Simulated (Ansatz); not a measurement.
The starting structures come from a database of crystals and need not be the phases stable at ambient conditions.

 Where the default PAW files enter, the runs use the earlier of Ansatz's two default sets.

Tunnelling through a barrier is set by its complex band structure: the current falls as exp(−2κd) with the smallest κ.

```
TiClN
1.0
    3.92884     0.00000     0.00000
    0.00000     7.77265     0.00000
    0.00000     0.00000     3.24886
Ti N Cl
2 2 2
Direct
  0.00000   0.90103   0.50000
  0.50000   0.09897   0.00000
  0.00000   0.04981   0.00000
  0.50000   0.95019   0.50000
  0.50000   0.33445   0.50000
  0.00000   0.66555   0.00000
```

Space group of this cell: Pmmn. The cell was relaxed by PBE-D3(BJ); by r2SCAN its mean pressure is 0.9 GPa.

Transport runs along the normal of the first two printed cell vectors.

The gap is the functional's own. No spin-orbit coupling. Mid-gap values are interpolated on the energy grid.

Task: Give the band gap and the smallest decay constant κ at mid-gap that r2SCAN run with Ansatz (a program for electronic structure) yields.

Result: Gap 0.88 eV on a 8×4×10 mesh; κ = 0.110 1/Å, at the zone centre.
